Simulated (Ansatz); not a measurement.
Seebeck coefficient (μV/K, mean over directions) of n-type InP (F-43m) against carrier density, PBEsol, rigid bands run with Ansatz (a first-principles code). Computed gap 0.57 eV; densities at which minority carriers matter at this gap, or further valleys turn the trend, are left out. Conductivity mass 0.056 mₑ (harmonic mean over directions), N_c = 2.9e17 cm⁻³ at 300 K.

```csv
electron density,300 K,500 K
1e18 cm⁻³,-134,-196
3e18 cm⁻³,-79,?
1e19 cm⁻³,?,-72
3e19 cm⁻³,-27,-45
1e20 cm⁻³,-18,-36
```

Question: Complete the blanks.

Answer: 
- 3e18 cm⁻³, 500 K: -125
- 1e19 cm⁻³, 300 K: -43

Rigid bands with a gap fixed in temperature, one relaxation time for all states, no polarons or phonon drag, and whether or not such doping can be reached. Spin-orbit coupling is left out.
